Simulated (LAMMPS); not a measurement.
LAMMPS 22 Jul 2025, classical MD, Tersoff (Ge.tersoff): Ge, 8000 atoms.

- task: MD, nve
- potential: Tersoff, Ge.tersoff
- copies of the repeat unit: 10×10×10
- shape (slab and sphere leave vacuum in the box): bulk
- temperature: 800 K
- steps: 4000
- timestep: 1 fs
- neighbor skin: 2 Å
- neigh_modify: every 1 delay 0 check yes
- thermo: 100
- newton: on (default)
- atom_modify sort (bins of 2 Å where set): 1000 (default)
- comm_style: brick (default)
- box: 56.6 × 56.6 × 56.6 Å
- start: generated diamond lattice, warmed in an untimed run
- compared values: energy and forces of the first step, drift over the run

Machine: one whole node, Arm Neoverse V2, 96 cores on 1 socket, no SMT, 1 L3 cache group.

Wall times, medians of two to five repeats, each run alone on the node (launch to exit). Processes are pinned to neighbouring cores unless said otherwise. The times hold for this build (PyPI wheel: MPICH, OPENMP and OPT packages). Scratch files lie in a memory file system. A preparatory run goes ahead and isn't timed.

Measured:

```json
[
 {"cores": "2", "layout": "2 ranks", "wall time": "20.4 s"},
 {"cores": "4", "layout": "4 ranks", "wall time": "10.3 s"},
 {"cores": "8", "layout": "8 ranks", "wall time": "5.22 s"},
 {"cores": "32", "layout": "32 ranks", "wall time": "1.52 s"},
 {"cores": "48", "layout": "48 ranks", "wall time": "1.14 s"}
]
```

Task: Fit T(p) = s + w/p to these times and predict the runs with 16 ranks and with 64 ranks. How well does the fit hold?

Result: A fit of relative deviations gives s = 0.297 s and w = 39.8 core-seconds; it misses the rows shown by at most 1 %.

```
cores    layout      fit  measured  measured against fit
-----  --------  -------  --------  --------------------
16     16 ranks   2.79 s    2.72 s                  -2 %
64     64 ranks  0.919 s   0.958 s                  +4 %
```

Efficiency, counted from 2 cores, is near one half at 88 cores. The shortest time, 0.89 s, comes at 88 cores. The share that grows most is that of set-up, start and exit outside the loop: from 0.56 % of the time on 2 cores to 31 % on 88. The largest part on 88 cores, pair forces (Pair), takes 20 s on 2 and 0.44 s there.
